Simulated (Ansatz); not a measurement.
Electronic density of states of amorphous B38N32, density 1.97 g/cm³, on a 2×2×2 Γ-centred mesh with a Gaussian width of 0.1 eV; energies count from the Fermi level, whose place inside the gap is arbitrary. Cell and mesh are small, so fine structure isn't converged. These are PBE, scalar-relativistic without spin-orbit coupling (plane waves to 420 eV, PAW; Ansatz, a program for electronic structure) values and carry that method's errors. Sampling: a 2×2×2 Γ-centred mesh; Fermi-Dirac width 0.02 eV; no spin polarisation. The usual formal charges leave 18 electrons over, so the level spacing at the Fermi energy parts defect or band states and needn't be the band gap.

Preparation: random packing, a CHGNet melt and quench, and a DFT relaxation. N atoms were pushed apart under 1.9 Å during the dynamics, to hinder bonds among them. The hot cell started wider than the set density and was brought back towards it in steps. It is the lowest in DFT energy of 2 quenches. It is a model cell: composition and starting density were chosen by hand, and all elements were melted together. No dispersion term was used. Its density started from a set value of 1.97 and ended at 1.97 g/cm³. The quench (nominally 870 K/ps over its main leg) was far faster than any real one, so the model tends to hold more defects than a real film. Values belong to this one cell and scatter from quench to quench. The volume was held where the preparation left it, at a PBE pressure of -0.1 GPa (tension). Stress components on the final sampling reach 1.1 GPa. On a 2×2×2 Γ-centred mesh force components of up to 0.19 eV/Å stay, since the relaxation ran on the zone centre alone.

| E - EF (eV) | states/(eV atom) |
|---|---|
| -12.00 | 0.00 |
| -11.90 | 0.00 |
| -11.80 | 0.00 |
| -11.70 | 0.00 |
| -11.60 | 0.00 |
| -11.50 | 0.00 |
| -11.40 | 0.00 |
| -11.30 | 0.00 |
| -11.20 | 0.01 |
| -11.10 | 0.07 |
| -11.00 | 0.18 |
| -10.90 | 0.19 |
| -10.80 | 0.19 |
| -10.70 | 0.19 |
| -10.60 | 0.17 |
| -10.50 | 0.16 |
| -10.40 | 0.19 |
| -10.30 | 0.28 |
| -10.20 | 0.32 |
| -10.10 | 0.27 |
| -10.00 | 0.27 |
| -9.90 | 0.29 |
| -9.80 | 0.29 |
| -9.70 | 0.28 |
| -9.60 | 0.29 |
| -9.50 | 0.30 |
| -9.40 | 0.26 |
| -9.30 | 0.27 |
| -9.20 | 0.23 |
| -9.10 | 0.25 |
| -9.00 | 0.26 |
| -8.90 | 0.23 |
| -8.80 | 0.24 |
| -8.70 | 0.27 |
| -8.60 | 0.31 |
| -8.50 | 0.34 |
| -8.40 | 0.32 |
| -8.30 | 0.28 |
| -8.20 | 0.33 |
| -8.10 | 0.36 |
| -8.00 | 0.36 |
| -7.90 | 0.32 |
| -7.80 | 0.29 |
| -7.70 | 0.35 |
| -7.60 | 0.36 |
| -7.50 | 0.34 |
| -7.40 | 0.32 |
| -7.30 | 0.33 |
| -7.20 | 0.31 |
| -7.10 | 0.30 |
| -7.00 | 0.28 |
| -6.90 | 0.26 |
| -6.80 | 0.35 |
| -6.70 | 0.35 |
| -6.60 | 0.32 |
| -6.50 | 0.33 |
| -6.40 | 0.37 |
| -6.30 | 0.37 |
| -6.20 | 0.31 |
| -6.10 | 0.35 |
| -6.00 | 0.39 |
| -5.90 | 0.36 |
| -5.80 | 0.32 |
| -5.70 | 0.35 |
| -5.60 | 0.36 |
| -5.50 | 0.34 |
| -5.40 | 0.35 |
| -5.30 | 0.37 |
| -5.20 | 0.38 |
| -5.10 | 0.39 |
| -5.00 | 0.39 |
| -4.90 | 0.38 |
| -4.80 | 0.32 |
| -4.70 | 0.32 |
| -4.60 | 0.35 |
| -4.50 | 0.30 |
| -4.40 | 0.20 |
| -4.30 | 0.15 |
| -4.20 | 0.21 |
| -4.10 | 0.24 |
| -4.00 | 0.30 |
| -3.90 | 0.34 |
| -3.80 | 0.29 |
| -3.70 | 0.25 |
| -3.60 | 0.30 |
| -3.50 | 0.30 |
| -3.40 | 0.28 |
| -3.30 | 0.30 |
| -3.20 | 0.32 |
| -3.10 | 0.31 |
| -3.00 | 0.38 |
| -2.90 | 0.39 |
| -2.80 | 0.29 |
| -2.70 | 0.29 |
| -2.60 | 0.31 |
| -2.50 | 0.26 |
| -2.40 | 0.27 |
| -2.30 | 0.32 |
| -2.20 | 0.31 |
| -2.10 | 0.32 |
| -2.00 | 0.30 |
| -1.90 | 0.25 |
| -1.80 | 0.24 |
| -1.70 | 0.24 |
| -1.60 | 0.28 |
| -1.50 | 0.27 |
| -1.40 | 0.16 |
| -1.30 | 0.05 |
| -1.20 | 0.06 |
| -1.10 | 0.19 |
| -1.00 | 0.25 |
| -0.90 | 0.16 |
| -0.80 | 0.11 |
| -0.70 | 0.11 |
| -0.60 | 0.16 |
| -0.50 | 0.09 |
| -0.40 | 0.01 |
| -0.30 | 0.00 |
| -0.20 | 0.00 |
| -0.10 | 0.00 |
| 0.00 | 0.00 |
| 0.10 | 0.00 |
| 0.20 | 0.00 |
| 0.30 | 0.00 |
| 0.40 | 0.01 |
| 0.50 | 0.07 |
| 0.60 | 0.14 |
| 0.70 | 0.07 |
| 0.80 | 0.06 |
| 0.90 | 0.11 |
| 1.00 | 0.09 |
| 1.10 | 0.06 |
| 1.20 | 0.13 |
| 1.30 | 0.17 |
| 1.40 | 0.15 |
| 1.50 | 0.15 |
| 1.60 | 0.12 |
| 1.70 | 0.09 |
| 1.80 | 0.13 |
| 1.90 | 0.17 |
| 2.00 | 0.18 |
| 2.10 | 0.21 |
| 2.20 | 0.16 |
| 2.30 | 0.16 |
| 2.40 | 0.23 |
| 2.50 | 0.26 |
| 2.60 | 0.22 |
| 2.70 | 0.24 |
| 2.80 | 0.26 |
| 2.90 | 0.24 |
| 3.00 | 0.24 |
| 3.10 | 0.25 |
| 3.20 | 0.22 |
| 3.30 | 0.18 |
| 3.40 | 0.22 |
| 3.50 | 0.24 |
| 3.60 | 0.20 |
| 3.70 | 0.25 |
| 3.80 | 0.31 |
| 3.90 | 0.27 |
| 4.00 | 0.22 |
| 4.10 | 0.17 |

The level spacing at the Fermi energy on this mesh is 1.08 eV; the broadening fills part of it in the curve.
